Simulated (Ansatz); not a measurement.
**A computed series for SiC: response to strain**

The parent structure is SiC in the wurtzite structure (space group P6_3mc, No. 186).

SiC is taken in the hexagonal space group P6₃mc (No. 186), the wurtzite structure, Pearson symbol hP4. Conventional cell: a = 3.0564 Å, b = 3.0564 Å, c = 5.0158 Å, α = 90.00°, β = 90.00°, γ = 120.00°. Si on 2b is coordinated by 4 C at 1.871–1.885 Å (tetrahedral). C on 2b sees 4 Si at 1.871–1.885 Å (tetrahedral). (Neighbours: up to the widest gap in distance over summed covalent radii, below 1.35, at either atom.)

Strains are applied to the cell and any free atomic positions relax.

Method: Kohn–Sham DFT with the LDA functional, run in Ansatz (a program for electronic structure) with PAW and 420 eV plane waves, scalar-relativistic without spin-orbit coupling.

Notes on the quantities. energy relative to the base: free energy F.

| isotropic strain (%) | energy relative to the base (meV/atom) |
|---|---|
| 0 | 0.0 |
| 0.6 | 2.3 |
| 1.2 | 9.1 |
| 1.8 | 20.2 |
| 2.4 | ? |
| 3 | 54.2 |

Task: Fit ΔE = Aε² + Bε³ (ε in %) to the rows shown and predict the withheld row.

Result: Least squares on the printed values gives A = 6.54 and B = -0.17 meV/atom (largest residual 0.0 meV/atom); this predicts 35.3 meV/atom, and the run gives 35.3 meV/atom, in agreement.

Whether these cells are dynamically stable was not tested.
